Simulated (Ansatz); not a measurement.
Consider this model of amorphous Si30N36C3.

```xyz
69
Lattice="9.1679 0.0000 0.0000 0.0000 9.1679 0.0000 0.0000 0.0000 9.1679" Properties=species:S:1:pos:R:3 pbc="T T T"
Si     3.5845     2.6183     7.6536
Si     5.5658     8.5520     5.0981
Si     3.8056     8.6363     3.1716
Si     3.0114     7.1862     5.2981
Si     5.6697     5.7165     6.1122
Si     5.5839     2.6663     9.0799
Si     6.7147     5.1901     8.6830
Si     6.3822     0.8420     2.3003
Si     1.5252     1.9309     0.3957
Si     8.8807     4.2080     8.4073
Si     0.0175     7.6396     4.5313
Si     0.8558     6.4458     7.1712
Si     8.3875     1.5417     7.5595
Si     9.1596     8.9371     2.0065
Si     4.2428     0.4419     9.1258
Si     5.4212     7.3477     0.7890
Si     2.4610     7.2773     0.6844
Si     1.1470     1.5138     3.3976
Si     3.7414     2.5681     2.3568
Si     6.2038     1.7906     6.5885
Si     7.6630     8.4269     7.3104
Si     6.9816     6.1817     3.4814
Si     4.1393     5.6658     2.6749
Si     9.0751     6.3388     1.3716
Si     3.7066     5.7693     7.8343
Si     6.2464     3.7317     2.4949
Si     3.3909     1.3949     5.3413
Si     2.2970     4.5139     0.5876
Si     1.0627     3.4130     5.8259
Si     7.9116     2.9900     4.3150
N      8.6055     7.0554     7.9938
N      2.3268     6.8270     8.1655
N      1.3170     7.1581     5.6102
N      3.4699     6.9530     3.6677
N      8.5692     6.7357     3.0603
N      2.9882     1.3838     3.5357
N      3.7658     8.3634     1.3106
N      0.5751     4.7194     6.8078
N      0.5246     2.9620     4.2181
N      6.2633     3.9967     0.7968
N      7.0427     2.2263     3.0139
N      3.9623     6.0032     6.1215
N      0.3690     9.1457     3.7479
N      6.8126     1.9204     8.1998
N      0.9503     7.7235     1.2647
N      3.0623     4.2114     8.2171
N      7.5287     9.0595     1.3706
N      4.6208     2.2486     6.1695
N      7.1629     4.4993     3.7548
N      7.7351     2.3373     5.8958
N      0.3208     2.5293     8.4581
N      0.6205     4.9405     0.5945
N      5.0022     1.6365     1.4039
N      2.7819     1.2528     8.6198
N      5.4516     9.1360     3.4526
N      2.4405     3.0568     1.4098
N      6.2634     0.0832     6.4413
N      7.8711     7.4823     5.6126
N      6.1562     4.5770     7.1495
N      5.7140     6.3513     2.2758
N      3.0201     5.7942     1.4067
N      2.2361     2.3152     6.2276
N      4.5147     3.9642     3.0052
N      0.7831     1.2517     1.7409
N      3.7274     8.8075     5.2886
N      5.0843     6.3037     8.6869
C      7.0386     8.1175     0.2961
C      7.8023     6.7767     0.0793
C      6.5703     6.9855     5.1059
```

Computed with PBE, scalar-relativistic without spin-orbit coupling (plane waves to 420 eV, PAW; Ansatz, a first-principles code).

Preparation: random packing, a CHGNet melt and quench, and a DFT relaxation. N atoms were pushed apart under 1.9 Å during the dynamics, to hinder bonds among them. The hot cell started wider than the set density and was brought back towards it in steps. It is the lowest in DFT energy of 2 quenches. It is a model cell: composition and starting density were chosen by hand, and all elements were melted together. No dispersion term was used. Its density started from a set value of 2.98 and ended at 2.98 g/cm³. The quench (nominally 380 K/ps over its main leg) was far faster than any real one, so the model tends to hold more defects than a real film. One small periodic cell is one sample of the glass; other quenches scatter about these values. The volume was held where the preparation left it, at a PBE pressure of 3.3 GPa. Stress components on the final sampling reach 5.4 GPa. On a 2×2×2 Γ-centred mesh force components of up to 0.20 eV/Å stay, since the relaxation ran on the zone centre alone.

Cut-offs for bonds: Si-Si 2.60 Å, Si-N 2.24 Å, Si-C 2.19 Å, N-N 1.70 Å, N-C 1.76 Å, C-C 1.78 Å. Two cations that share two anions don't count as bonded, nor two that share one unless they lie closer than Si-Si 2.38 Å, Si-C 2.00 Å, C-C 1.63 Å.

**Question.** Give the coordination numbers, mean bond lengths and angles.

**Answer.** 
```
Item                                                    Result
-----------------------  -------------------------------------
Mean coordination of Si   4.00 (3 with 3, 24 with 4, 3 with 5)
Mean coordination of N    3.08 (1 with 2, 31 with 3, 4 with 4)
Mean coordination of C               3.67 (1 with 3, 2 with 4)
Mean Si-N bond           1.776 Å (spread 0.089 Å, 108 counted)
Mean Si-Si bond            2.419 Å (spread 0.027 Å, 3 counted)
Mean Si-C bond             1.883 Å (spread 0.054 Å, 6 counted)
Mean N-C bond              1.502 Å (spread 0.015 Å, 3 counted)
Bond angle at Si                     mean 109.0°, spread 15.7°
Bond angle at N                      mean 115.9°, spread 16.8°
Bond angle at C                       mean 109.1°, spread 7.1°
```

**Question.** Which atoms depart from the most common coordination of their element?

**Answer.** Si1 has 5 (N46 1.77 Å, N48 1.85 Å, N54 1.86 Å, N62 1.99 Å, Si6 2.46 Å); Si3 has 5 (N55 1.74 Å, N34 1.79 Å, N37 1.88 Å, N36 2.11 Å, N65 2.13 Å); Si5 has 3 (N59 1.62 Å, N42 1.73 Å, C69 1.85 Å); Si7 has 5 (N59 1.74 Å, N40 1.81 Å, N66 1.97 Å, C68 2.00 Å, Si10 2.39 Å); Si15 has 3 (N54 1.75 Å, N37 1.90 Å, N53 2.02 Å); Si29 has 3 (N62 1.66 Å, N38 1.71 Å, N39 1.75 Å); N36 has 4 (Si19 1.83 Å, Si27 1.85 Å, Si18 1.85 Å, Si3 2.11 Å); N37 has 4 (Si17 1.81 Å, Si3 1.88 Å, Si15 1.90 Å, Si16 2.01 Å); N53 has 4 (Si8 1.83 Å, Si19 1.83 Å, Si6 1.90 Å, Si15 2.02 Å); N59 has 2 (Si5 1.62 Å, Si7 1.74 Å); N65 has 4 (Si4 1.77 Å, Si27 1.79 Å, Si2 1.87 Å, Si3 2.13 Å); C67 has 3 (N47 1.51 Å, C68 1.56 Å, Si16 1.86 Å; Si21 at 2.26 Å just beyond).
